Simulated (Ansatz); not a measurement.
Effect of isotropic strain +1.50 % on BeS

The parent structure is BeS in the zinc blende structure (space group F-43m, No. 216; a = 4.838 Å).

Modification: an isotropic linear strain of +1.50 %; the atoms relax in the strained cell.

Computed with PBEsol/PAW in Ansatz (an electronic-structure program), without spin-orbit coupling. Γ-centred 12×12×12 mesh, Fermi–Dirac width 0.05 eV.

Volume per atom: 14.80 Å³ (base 14.16 Å³)
Space group: F-43m (No. 216) (base F-43m (No. 216))
Shortest interatomic distance: 2.126 Å (base 2.095 Å)
Energy relative to the base (free energy F): +8.4 meV/atom
Pressure: -3.99 GPa (base -0.01 GPa)
Band gap: 3.01 eV (base 2.91 eV)
Gap character: indirect, Γ → X (base indirect, Γ → X)
Mean gap deformation potential ΔEg/Δln V: +2.2 eV
Width of the top valence band: 3.23 eV (base 3.44 eV)
Electron mass: 0.81 mₑ along k, 0.29 mₑ across (at X) (base 0.80 mₑ along k, 0.28 mₑ across (at X))
Hole mass (degenerate bands, along [100]): 0.32, 0.58, 0.58 mₑ (at Γ) (base 0.33, 0.55, 0.55 mₑ (at Γ))

Cost of the whole job for the changed cell (relaxation, final SCF and bands): about 4 core-seconds (a rough figure).

Masses are band curvatures over ±0.01 Å⁻¹ around the edge. Along k means along the line from Γ to the band edge. Whether these cells are dynamically stable was not tested.
